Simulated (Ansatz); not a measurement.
# Point defect C on the N site (C_N) in rock-salt TiN

Level of theory: PBE, PAW (plane waves to 420 eV; Ansatz, an electronic-structure program). Cell and caveats: 64-site cell; 4×4×4 shifted k-points; start: the N site; no Hubbard U; not converged in cell size; the relaxation kept the symmetry of the starting site.

Neighbours after relaxation, in Å: of the C atom: Ti 2.10, Ti 2.10, Ti 2.10, Ti 2.10, Ti 2.10, Ti 2.10.

Formation energies E_f are those of the neutral cell. Chemical conditions: Ti-rich (Δμ(N) = -3.43 eV, Δμ(C) = -1.99 eV, bounded by Ti2C (Fd-3m); only phases computed here count, gases as isolated molecules at 0 K). Reference phases: C: graphite, N: N2 molecule in a box.

```csv
charge,moment (μB),point group,largest move off a lattice site (Å),"E_f, Ti-rich (eV)"
0,not spin-polarised,Oh,0.02,0.12
```

Point groups are those of the whole cell at tolerances of 0.03 and 0.1 Å ("near" where only the looser one holds); none is given for unsettled states.

All states together cost roughly 6 core-minutes.
